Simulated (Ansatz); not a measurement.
We consider CsCl-type CoAl, described by r²SCAN-D4 (plane waves, PAW; Ansatz, a first-principles code).

Numerical settings: plane-wave cutoff 500 eV, 20×20×20 k mesh, Fermi–Dirac smearing 0.1 eV, no spin polarisation, scalar-relativistic PAW data made under PBE.

Computed at the level's own relaxed cell.

Problem. Estimate the equilibrium volume per atom and lattice constant a that the calculation returns.

Solution. 
- equilibrium volume per atom = 11.16 Å³/atom
- lattice constant a = 2.815 Å

Measured, for comparison: equilibrium volume per atom 11.71 Å³/atom, lattice constant a 2.861 Å (room temperature, no zero-point or thermal correction; as tabulated in Yamada et al. (2019), arXiv:1910.09660). Computed (rounded) less measured: equilibrium volume per atom -4.7 %, lattice constant a -1.6 %. A static lattice is as a rule a little smaller and stiffer than an uncorrected measurement, which narrows the difference in the lattice constant a and would widen misses of the other sign.

Static lattice: no zero-point or thermal effects.
